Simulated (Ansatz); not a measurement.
W under load (space group I4/mmm), PBEsol, DFPT electron-phonon coupling, linearised Boltzmann equation in Ansatz (a first-principles code). Condition of this run: biaxial stress xx = yy = -3 GPa (compression positive) (the target of the relaxation). Phonon-limited resistivity 5.21 μΩ·cm at 300 K, 7.09 μΩ·cm at 400 K, Drude plasma energy 7.82 eV.

### Question
What temperature coefficient of resistance follows, and how does it compare with 1/T?

### Answer
(ρ₄₀₀ − ρ₃₀₀)/(100 K × ρ₃₀₀) = 3.61×10⁻³ K⁻¹, against 1/T = 3.33×10⁻³ K⁻¹ for a resistivity proportional to T. It lies higher because phonons are still being populated at 300 K; impurities would add a constant and lower it.

### Question
What Drude relaxation time do resistivity and plasma energy imply?

### Answer
ω_p = 1.19e16 s⁻¹, so τ = 1/(ε₀ ω_p² ρ) = 15.4 fs, a damping ħ/τ of 42.9 meV.

### Question
What is the classical skin depth at 10 GHz (nonmagnetic, μ₀ = 1.257×10⁻⁶ H/m)?

### Answer
δ = √(ρ/(π f μ₀)) = 1150 nm.

A metal at this level (no band gap). Only scattering by harmonic phonons is included (no impurities, grain boundaries, electron-electron scattering or thermal expansion). Spin-orbit coupling is left out, which matters with elements this heavy. The squared frequency of the phonon mode least converged on the k mesh is uncertain by about 19 %. The run warned that the eigensolver left some states short of its tolerance. Halving the electron mesh (36x36x36) moves the resistivity by up to 9 % at 300 K. Smearing 0.20 eV; phonons on a 6x6x6 q mesh, which this run doesn't test.
